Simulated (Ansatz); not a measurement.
Data:

```xyz
1
Lattice="0.0000 1.9486 1.9486 1.9486 0.0000 1.9486 1.9486 1.9486 0.0000" Properties=species:S:1:pos:R:3 pbc="T T T"
Pt     0.0000     0.0000     0.0000
```

The numbers are results of PBEsol, rigid bands (plane waves, PAW, scalar-relativistic; Ansatz, a program for electronic structure), not measurements. Condition of this run: hydrostatic pressure 5 GPa (the target of the relaxation). How the cell was made: cell and atoms relaxed with PBEsol, then loaded as said.

For narrow interconnects the product ρ₀λ of bulk resistivity and mean free path ranks metals, the lower the better. What is it here?

3.4 ×10⁻¹⁶ Ω·m².

And the Drude plasma energy and the root-mean-square Fermi velocity at 300 K?

9.1 eV; 4.9e5 m/s.

A metal at this level (no band gap); rigid bands, thermally averaged at 300 K, both spins. Spin-orbit coupling is left out, which matters with elements this heavy. τ is one relaxation time for all states; the product of resistivity and mean free path takes one path for all states instead.
